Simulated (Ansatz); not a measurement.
We consider ZnSnO3 (R3c, No. 161, 10 atoms in the cell; start mp-13334), described by PBEsol+SOC (Ansatz, a quantum-chemistry and plane-wave program, plane waves, PAW).

Settings: plane-wave cutoff 520 eV, 6×6×6 k mesh, Fermi–Dirac smearing 0.01 eV, PAW data made under PBE.

Cell (relaxed with PBEsol):

```
CELL_PARAMETERS angstrom
      2.63892     1.52358     4.67064
     -2.63892     1.52358     4.67064
      0.00000    -3.04716     4.67064
ATOMIC_POSITIONS crystal
  Zn 0.71545 0.71545 0.71545
  Zn 0.21545 0.21545 0.21545
  Sn 0.99779 0.99779 0.99779
  Sn 0.49779 0.49779 0.49779
  O  0.39425 0.78881 0.10512
  O  0.78881 0.10512 0.39425
  O  0.10512 0.39425 0.78881
  O  0.60512 0.28881 0.89425
  O  0.89425 0.60512 0.28881
  O  0.28881 0.89425 0.60512
```

**Question.** What does this level give for the band gap?

**Answer.** 
- band gap = 1.24 eV (on the SCF k mesh)

The computed numbers hold no vibrational or temperature effects.

A start named mp-… is a Materials Project structure, which need not be a measured phase.
